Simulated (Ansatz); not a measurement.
**GaP, response to strain**

The reference is GaP in the zinc blende structure (space group F-43m, No. 216).

```
GaP
1.0
    0.00000     2.69570     2.69570
    2.69570     0.00000     2.69570
    2.69570     2.69570     0.00000
Ga P
1 1
Direct
  0.00000   0.00000   0.00000
  0.25000   0.25000   0.25000
```

Cartesian axes are those of the cell as printed.

Strains are applied to the cell and any free atomic positions relax.

The values are results of Ansatz (a program for electronic structure), LDA, PAW, cutoff 420 eV, spin-orbit coupling left out, not measurements.

Candidates:
(a) uniaxial strain ε_zz = −1.00 %
(b) uniaxial strain ε_zz = +0.50 %
(c) uniaxial strain ε_zz = −0.50 %

For the base:

- Smallest direct gap = 1.88 eV

Q: Order them by smallest direct gap, highest first.

A: (a) uniaxial strain ε_zz = −1.00 % (1.93 eV), (c) uniaxial strain ε_zz = −0.50 % (1.90 eV), (b) uniaxial strain ε_zz = +0.50 % (1.83 eV)

Stability against distortions was not tested.
